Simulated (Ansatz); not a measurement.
Functionals compared on a constructed model of the (100) surface of fcc Al, a pseudomorphic layer of Ir in the host's stacking (bottom of the slab: a bare face, its two planes held), in Ansatz (plane waves, PAW). The structure was relaxed with PBE; the other rows are single points on it. Cutoff 420 eV (500 eV for r2SCAN).

Model: 7-atom slab, 12.0 Å thick at the start, 13x13x1 mesh, Fermi-Dirac 0.1 eV, dipole correction, 2 atoms held, the rest relaxed; held to the start's symmetry, so lower structures may exist; no spin, no spin-orbit, no U. It is one candidate, not shown to be the stable structure of the face. These notes are the PBE run's.

| functional | work function of the top face (eV) | rough cost of the single point |
|---|---|---|
| PBE | 5.07 | – |
| RPBE | ___ | about 10 core-seconds (a rough figure) |
| r2SCAN | 5.04 | around 20 core-seconds (rough) |

Some entries are withheld; supply them.


- RPBE, work function of the top face (eV): 4.90

Ansatz is a first-principles code.
